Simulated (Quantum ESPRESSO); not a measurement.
Quantum ESPRESSO run on NaLiZnS2 (P3m1, 5 atoms in the cell): self-consistent single point.

Method: PBEsol+U, GBRV 1.5 ultrasoft (PBESOL) pseudopotentials (plane waves; Quantum ESPRESSO).

```
CELL_PARAMETERS angstrom
      3.98206     0.00000     0.00000
     -1.99103     3.44856     0.00000
      0.00000     0.00000     6.82385
ATOMIC_POSITIONS crystal
  Na 0.00000 0.00000 0.02616
  Li 0.33333 0.66667 0.35665
  Zn 0.66667 0.33333 0.61163
  S  0.33333 0.66667 0.73381
  S  0.66667 0.33333 0.27174
```

Reference input (self-consistent single point, DFT, PBEsol, plane waves, GBRV 1.5 ultrasoft (PBESOL) pseudopotentials): ecutwfc = 50 Ry; ecutrho = 250 Ry; occupations = fixed; K_POINTS = automatic 10 10 5 0 0 0; nbnd = 26; conv_thr = 1e-10 Ry; mixing_beta = 0.4. This run's input differs from it in these lines:

```diff
@@ -38,2 +38,4 @@
    0.0000000000     0.0000000000     6.8238500000
+HUBBARD {ortho-atomic}
+U Zn-3d 6
```

The program printed (abridged):

```
     Self-consistent Calculation

     iteration #  1     ecut=    50.00 Ry     beta= 0.40

     =================== HUBBARD OCCUPATIONS ===================
     ------------------------ ATOM    3 ------------------------
     Tr[ns(  3)] =   9.86610
     eigenvalues:
       0.983  0.983  0.987  0.990  0.990

     Number of occupied Hubbard levels =    9.8661

     total energy              =    -618.87452690 Ry
     estimated scf accuracy    <       1.02277169 Ry

     iteration #  2     ecut=    50.00 Ry     beta= 0.40

     total energy              =    -619.17136262 Ry
     estimated scf accuracy    <       0.14357811 Ry

     iteration #  3     ecut=    50.00 Ry     beta= 0.40

     total energy              =    -619.18613838 Ry
     estimated scf accuracy    <       0.01297172 Ry

   [... 7 blocks of this kind left out ...]

     iteration # 11     ecut=    50.00 Ry     beta= 0.40

     total energy              =    -619.18786365 Ry
     estimated scf accuracy    <          1.8E-10 Ry

     iteration # 12     ecut=    50.00 Ry     beta= 0.40
     End of self-consistent calculation

     =================== HUBBARD OCCUPATIONS ===================
     ------------------------ ATOM    3 ------------------------
     Tr[ns(  3)] =   9.97901
     eigenvalues:
       0.997  0.998  0.998  0.999  0.999

     Number of occupied Hubbard levels =    9.9790

     highest occupied, lowest unoccupied level (ev):     4.3304    6.0789

!    total energy              =    -619.18786365 Ry
     estimated scf accuracy    <          9.8E-12 Ry

     Hubbard energy            =       0.00461747 Ry

     convergence has been achieved in  12 iterations

     Forces acting on atoms (cartesian axes, Ry/au):

     atom    1 type  1   force =     0.00000000    0.00000000    0.00018417
     atom    2 type  2   force =     0.00000000    0.00000000    0.00027306
   [... lines left out ...]

     Total force =     0.004844     Total SCF correction =     0.000010

          total   stress  (Ry/bohr**3)                   (kbar)     P=      -18.25
  -0.00013321   0.00000000   0.00000000          -19.60        0.00        0.00
   0.00000000  -0.00013321   0.00000000            0.00      -19.60        0.00
   0.00000000   0.00000000  -0.00010582            0.00        0.00      -15.57

   JOB DONE.
```

The run converged in 12 iterations. Against the reference run the pressure goes from -2.15 to -1.83 GPa, the largest force goes from 0.142 to 0.100 eV/Å and the gap on the mesh goes from 1.695 to 1.749 eV.

The starting cell comes from a database of computed structures (which also holds hypothetical and non-ambient phases and stackings), without a prior relaxation at this level. Spin polarisation is off. The U value is a test value.

Cost on one core of a shared machine: roughly 70 s.
